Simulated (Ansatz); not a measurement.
Take ZrO2 in the fluorite structure (space group Fm-3m, No. 225; a = 5.116 Å) as the base.

Levels (all Ansatz, a first-principles code, PAW): PBE (420 eV, no SOC); r2SCAN (500 eV, no spin-orbit coupling).

The geometry is relaxed with PBE.

PBE smallest direct gap: 3.75 eV
PBE band gap: 3.32 eV
PBE electron mass: 0.51, 2.1 mₑ (at Γ)
PBE width of the top valence band: 1.63 eV

Problem. How does going to r2SCAN change the smallest direct gap, band gap, electron mass and width of the top valence band?

Solution. The smallest direct gap grows by 0.48 eV, from 3.75 eV to 4.23 eV; the band gap grows by 0.52 eV to 3.84 eV; the electron mass (degenerate bands, along [100]) goes from 0.51, 2.1 mₑ (at Γ) to 0.55, 2.1 mₑ (at Γ); the width of the top valence band rises by 0.03 eV to 1.66 eV.

Single points use the geometry relaxed with PBE. Masses are band curvatures over ±0.01 Å⁻¹ around the edge. Stability against distortions was not tested. This is not the structure that ZrO2 has at room temperature and ambient pressure.
